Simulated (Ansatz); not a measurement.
The parent structure is GaSb in the zinc blende structure (space group F-43m, No. 216; a = 6.1115 Å).

Method: Ansatz (a program for electronic structure), PBEsol, PAW, cutoff 420 eV, scalar-relativistic without spin-orbit coupling.

Base values:

Lattice parameter a: 6.111 Å
Band gap: zero

It is then changed as follows: hydrostatic tension (pressure −1 GPa).

**Question.** What does the calculation give for the lattice parameter a after the change?

**Answer.** The lattice parameter a rises by 0.042 Å to 6.153 Å.

**Question.** How does this affect the band gap?

**Answer.** The band gap remains zero.

Spin-orbit coupling, missing from the scalar runs, can matter with Sb. Load acts through the strain it causes; cell and atoms are relaxed under it. No phonon test of stability was made. All final runs are without spin polarisation. The zero or small gap of GaSb can change with the level of theory.
